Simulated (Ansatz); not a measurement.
Consider the following.

End structure of a constructed model of the (111) surface of fcc Rh, a pseudomorphic layer of Re in the host's stacking (bottom of the slab: a bare face, its two planes held):

```
CELL_PARAMETERS angstrom
      2.70822     0.00000     0.00000
     -1.35411     2.34539     0.00000
      0.00000     0.00000    30.00000
ATOMIC_POSITIONS crystal
  Rh 0.33333 0.66667 0.27208
  Rh 0.66667 0.33333 0.34579
  Rh 0.00000 0.00000 0.41887
  Rh 0.33333 0.66667 0.49274
  Rh 0.66667 0.33333 0.56643
  Rh 0.00000 0.00000 0.64308
  Re 0.33333 0.66667 0.71372
```

Set-up: 7 atoms, 13.7 Å thick at the start with caps and adatoms (thin: gaps and levels are the slab's own); mesh 16x16x1; 0.1 eV smearing; dipole correction on; single point; on the structure that PBE left under its start's symmetry; no spin, no spin-orbit, no U. In PBE it lies 0.04 eV a 1x1 cell over the lowest computed structure of the same composition (a pseudomorphic layer of Re in the other hollow).

Question: Give the work function of the top face at the level Ansatz (a quantum-chemistry and plane-wave program) with r2SCAN, at the PBE geometry.

Answer: 5.54 eV
